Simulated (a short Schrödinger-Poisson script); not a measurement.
# MOS inversion layer, Si3N4 on p-type Si(100)

Stack: MOS inversion layer, Si3N4 on p-type Si(100), at 300 K.

```
layer  material  thickness (nm)  Na (cm⁻³)
-----  --------  --------------  ---------
1         Si3N4               3          -
2            Si            1600     6.9e16
```

The device is made up for the run: typed textbook-type constants, with dimensions and the other settings drawn at random. Si3N4: permittivity 7.5, conduction-band edge (eV) 1.95, gap (eV) 5.1, electron mass (mₑ) 0.5. Si: permittivity 11.7, conduction-band edge (eV) 0, gap (eV) 1.124, Nv at 300 K (cm⁻³) 3.1e19.

Channel valleys (confinement mass, in-plane density-of-states mass, number): Δ2 0.916, 0.19, 2; Δ4 0.19, 0.417, 4. At the gate the conduction-band edge of layer 1 lies 2.46 eV − eVg above the Fermi level of the channel; the field vanishes at the back. Gaps are held at their typed values at every temperature. Mesh 0.03 nm at interfaces.

Solved with a short Schrödinger-Poisson script written for these runs: 1D Poisson equation in equilibrium, electrons quantum, Hartree (BenDaniel-Duke, 12 states a valley, the channel's in-plane mass for all, wave functions ending at the dielectric), parabolic valleys, classical holes, full ionisation, no traps, pinning or gate leakage.

| Vg (V) | electrons (cm⁻²) | C (μF/cm²) | Δ2 E0 (meV) | Δ2 E1 (meV) | Δ4 E0 (meV) | Δ4 E1 (meV) |
|---|---|---|---|---|---|---|
| 0.2 | 2.48e6 | 0.0952 | 401.9 | 431.3 | 429.0 | 477.8 |
| 0.3 | 8.76e7 | 0.0889 | 308.2 | 339.3 | 336.8 | 388.3 |
| 0.4 | 3.14e9 | 0.1000 | 214.3 | 246.9 | 244.3 | 298.4 |
| 0.5 | 8.45e10 | 0.427 | 127.5 | 162.2 | 159.5 | 216.3 |
| 0.6 | 5.43e11 | 1.05 | 75.5 | 115.4 | 112.7 | 173.3 |
| 0.7 | 1.29e12 | 1.33 | 48.4 | 95.0 | 92.1 | 156.7 |
| 0.8 | 2.17e12 | 1.47 | 30.6 | 83.7 | 80.7 | 148.6 |
| 0.9 | 3.11e12 | 1.56 | 17.1 | 76.2 | 73.2 | 143.9 |
| 1 | 4.10e12 | 1.61 | 6.1 | 70.7 | 67.7 | 140.7 |
| 1.1 | 5.12e12 | 1.65 | -3.4 | 66.4 | 63.4 | 138.4 |
| 1.2 | 6.16e12 | 1.68 | -11.9 | 62.9 | 59.8 | 136.7 |
| 1.3 | 7.22e12 | 1.71 | -19.7 | 59.8 | 56.8 | 135.3 |
| 1.4 | 8.29e12 | 1.73 | -26.9 | 57.0 | 54.0 | 134.1 |
| 1.5 | 9.37e12 | 1.74 | -33.8 | 54.6 | 51.6 | 133.1 |
| 1.6 | 1.05e13 | 1.76 | -40.4 | 52.3 | 49.3 | 132.2 |
| 1.7 | 1.16e13 | 1.77 | -46.7 | 50.2 | 47.1 | 131.4 |
| 1.8 | 1.27e13 | 1.78 | -52.9 | 48.2 | 45.1 | 130.7 |
| 1.9 | 1.38e13 | 1.79 | -58.9 | 46.3 | 43.2 | 130.1 |
| 2 | 1.49e13 | 1.80 | -64.8 | 44.5 | 41.3 | 129.5 |
| 2.1 | 1.60e13 | 1.80 | -70.6 | 42.7 | 39.5 | 129.0 |

Gate voltages with under 1e6 electrons/cm² are left out.

Subbands count from the Fermi level.
